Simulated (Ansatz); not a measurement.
An Ansatz (a first-principles code) run: ZrSi2 with a change (pressure 9 GPa); Ansatz PBEsol, no SOC.

Input:

Ansatz 0.2 input:
```yaml
crystal:
  lattice:
    - [1.8214484406, -7.1717819605, 0]
    - [1.8214484406, 7.1717819605, 0]
    - [0, 0, 3.6281749119]
  atoms:
    - { symbol: Si, position: [0.9451791221, 0.0548208779, 0.75] }
    - { symbol: Si, position: [0.0548208779, 0.9451791221, 0.25] }
    - { symbol: Si, position: [0.2498744771, 0.7501255229, 0.75] }
    - { symbol: Si, position: [0.7501255229, 0.2498744771, 0.25] }
    - { symbol: Zr, position: [0.6041886808, 0.3958113192, 0.75] }
    - { symbol: Zr, position: [0.3958113192, 0.6041886808, 0.25] }
basis: { ecutwfc: 420, ecutrho_ratio: 4, xc_grid: 2, fft_grid_basis: typed }
kpoints: { mp_grid: { grid: [13, 13, 13] } }
hamiltonian:
  xc: pbesol
  dispersion: none
  pseudopotentials: { kind: paw }
scf: { occupations: { method: fermi_dirac, width: 0.05 } }
relax: { f_tol: 0.01, max_steps: 60, cell: { stress_tol: 0.02, p_target: 9.0 } }
output: { forces: true, stress: true }
checkpoint: { write: state.ck, write_every: 1000 }
```

Output (explanatory and most iteration lines left out):

```
Relaxation: its limit of steps is 60 (relax.max_steps)
Pseudopotential: Si, paw, valence charge 4
Pseudopotential: Zr, paw, valence charge 12
Crystal: 6 atoms, lattice volume = 94.790 Å³
Basis set: ecut = 420 eV, 1853 PW (Γ), exchange–correlation on 100×100×50 points (8 copies of the dense FFT grid, shifted against one another)
Bands: 26, of which v1, the nominal top of the filled ones, is band 20 counted from 1 (19 counted from 0)
Symmetry: 8 space group operations
Space group: Cmcm (ITA 63), of the structure as read, at distance tolerance 4.6e-5 Å
k-points: 343 of 2197
Functional: x = pbesol(κ = 0.804, μ = 0.12345679012345678), c = pbesol(β = 0.046)
SCF iter   1: F=—  HF=-10747.775507 eV  |F-HF|=—  |Δ(HF+E_count)|=         —  Δρ=4.15e-3  dr2=3.68e-2  ethr=1.77e-3  ⟨swp⟩=6.4  Hψ=46310  notcnv=0
SCF iter   2: F=—  HF=-10747.770562 eV  |F-HF|=—  |Δ(HF+E_count)|=   4.95e-3  Δρ=2.16e-3  dr2=9.35e-3  ethr=9.19e-5  ⟨swp⟩=1.2  Hψ=11751  notcnv=0  defer=2
SCF 1 converged in 6 iterations: F = -10747.769128 eV  dr2 = 1.10e-8
relax step   1: F+E_penalty+E_count = -10747.76912797 eV  Δ(F+E_penalty+E_count) = +0.000e0 eV  max|allowed force component| = 4.996e-3 eV/Å  Δτ_max = 0.0000 Å  P = +4.489 GPa  Ω = 94.790 Å³  (6 SCF iters, dr2 threshold 1.00e-7 eV, accepted)
[... steps on the carried basis left out ...]
relax step   6: F+E_penalty+E_count = -10747.65828921 eV  Δ(F+E_penalty+E_count) = +4.956e-4 eV  max|allowed force component| = 3.080e-3 eV/Å  Δτ_max = 0.0000 Å  P = +8.992 GPa  Ω = 92.138 Å³  stress off target by 1.10e-2 GPa  SCF on the basis re-selected at this cell (its energy is not comparable with the rows above)  (4 SCF iters)
SCF converged after 4 iterations
Free energy (F): -10747.658289 eV
Internal energy: -10747.648717 eV  (E = F + TS)
E sigma→0 (E₀):  -10747.653503 eV
Entropy (-TS):   -0.009573 eV (-1.595 meV/atom)
Fermi energy:    13.888358 eV
--- Forces (eV/Å), atoms counted from 1 ---
  atom   1  Si     0.00000000    -0.00307953    -0.00000000
  atom   2  Si    -0.00000000     0.00307953     0.00000000
  atom   3  Si    -0.00000000    -0.00010575     0.00000000
  atom   4  Si     0.00000000     0.00010575    -0.00000000
  atom   5  Zr     0.00000000    -0.00015118     0.00000000
  atom   6  Zr    -0.00000000     0.00015118    -0.00000000
--- Stress (GPa, compression-positive) ---
        8.996955       0.000000       0.000000
        0.000000       8.989008      -0.000000
        0.000000      -0.000000       8.989411
  P = ⅓ Tr σ = 8.9918 GPa (89.918 kbar)
--- Relaxed structure (5 steps of the walk, 4 accepted, 1 SCFs on fresh bases) ---
  cell:  # Å, volume = 92.1377 Å³
    - [1.8075579697712971, -7.072494083511237, 1.4545336118431332e-18]
    - [1.8075579697712971, 7.072494083511237, 1.4545336118431282e-18]
    - [2.8973108661072787e-18, -1.2260211572087127e-33, 3.603650270422779]
  atoms:
    - { symbol: Si, position: [0.9444239996119994, 0.055576000388000535, 0.7499999999999999] }
    - { symbol: Si, position: [0.055576000388000535, 0.9444239996119994, 0.24999999999999997] }
    - { symbol: Si, position: [0.24988971383631037, 0.7501102861636897, 0.7499999999999999] }
    - { symbol: Si, position: [0.7501102861636897, 0.24988971383631037, 0.24999999999999997] }
    - { symbol: Zr, position: [0.6037231911714888, 0.39627680882851113, 0.7499999999999999] }
    - { symbol: Zr, position: [0.39627680882851113, 0.6037231911714888, 0.24999999999999997] }
```

Load acts through the strain it causes; cell and atoms are relaxed under it. No phonon test of stability was made. No other phases were tried under pressure. All final runs are without spin polarisation. The cell was made from ZrSi$_{2}$ (space group Cmcm, No. 63) by this change: pressure 9 GPa.
